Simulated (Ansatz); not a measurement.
**SnO2 under a change: electrons 2.0×10^21 cm⁻³**

Consider SnO$_{2}$ in the rutile structure (space group P4_2/mnm, No. 136; a = 4.8276 Å, c = 3.2382 Å).

Perturbation: 0.151 electrons added to each cell, a density of 2.0×10^21 cm⁻³, with a uniform compensating background at fixed cell and a 300 K Fermi–Dirac width.

Calculations: Ansatz (a quantum-chemistry and plane-wave program) PBE, no SOC. Γ-centred 10×10×14 mesh, Fermi–Dirac width 0.0259 eV.

The gap between the host's bands shrinks by 0.02 eV to 0.66 eV and the gap character stays direct at Γ. The Fermi level relative to the doped band's edge (positive inside the band; to 0.05 eV) amounts to +1.85 eV.

Carriers are added with a uniform compensating background; total energy and stress of such cells depend on the potential's zero and are not compared; many-body gap narrowing is missing at this level. No phonon test of stability was made.
